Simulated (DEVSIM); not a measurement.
System: abrupt Si p-n junction, at 300 K.

Layer 1 from the left is Si, thickness (μm) 20.0, Na (cm⁻³) 3.4e17, τn (s) 0.00035, τp (s) 0.00035. Layer 2 from the left is Si, thickness (μm) 32.0, Nd (cm⁻³) 3.3e17, τn (s) 0.00035, τp (s) 0.00035.

Left contact: ohmic. Right contact: ohmic. Voltage is applied to the left contact. Recombination: SRH at mid-gap, Auger. Mobility is μmin + (μ − μmin)/(1 + (N/Nref)^α).

Constants are typed, rounded textbook-type inputs, not results; the design itself was drawn at random and stands for no fabricated device. Values at 300 K.

Si: gap (eV) 1.124, affinity (eV) 4.05, permittivity 11.7, Nc (cm⁻³) 2.86e19, Nv (cm⁻³) 3.1e19, μn (cm²/Vs) 1417, μp (cm²/Vs) 470, μn,min 52, μp,min 45, Nref,n 9.7e16, Nref,p 2.2e17, αn 0.68, αp 0.72, Cn (cm⁶/s) 2.8e-31, Cp (cm⁶/s) 9.9e-32.

Problem. Estimate by hand the built-in potential, the peak field at zero bias, and compare with a numerical solution.

Solution. 
- Built-in potential: ni = √(Nc Nv) exp(−Eg/2kT) = 1.08e10 cm⁻³ with Eg = 1.124 eV; Vbi = kT/q ln(Na Nd/ni²) = 0.892 V; numerical 0.892 V.
- Peak field at zero bias: depletion approximation: W = √(2εVbi/(qN)) = 0.0830 μm with N = 1.67e17 cm⁻³; field = 2Vbi/W = 215000 V/cm; numerical 209000 V/cm (estimate above by 3.0 %).

Simulated with DEVSIM: 1D drift-diffusion, Boltzmann statistics, complete ionisation; no tunnelling, impact ionisation, image-force lowering or self-heating.
